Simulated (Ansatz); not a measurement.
Start from Te (space group P3_121, No. 152; a = 4.6235 Å, c = 5.9044 Å; made of chains). Axes: x lies along a and z along c of the hexagonal cell.

All numbers come from Ansatz (a program for electronic structure), r2SCAN, PAW, cutoff 500 eV, no spin-orbit coupling, earlier PAW set.

Before the change:

| Property | Value |
|---|---|
| Volume per atom | 36.44 Å³ |

Perturbation: compressive biaxial strain of 2.56 % in the plane normal to [001], as in epitaxy on a mismatched substrate; the out-of-plane cell vector and the atoms relax.

Task: How does this affect the volume per atom?

Result: The volume per atom decreases by 1.324 Å³ (36.44 Å³ → 35.11 Å³).

Task: What happens to the in-plane stress?

Result: The mean in-plane stress (compression positive) amounts to +0.5 GPa.

Stability against distortions was not tested. No dispersion term is included, though the crystal is made of layers, chains or molecules, so its spacings can come out too wide.
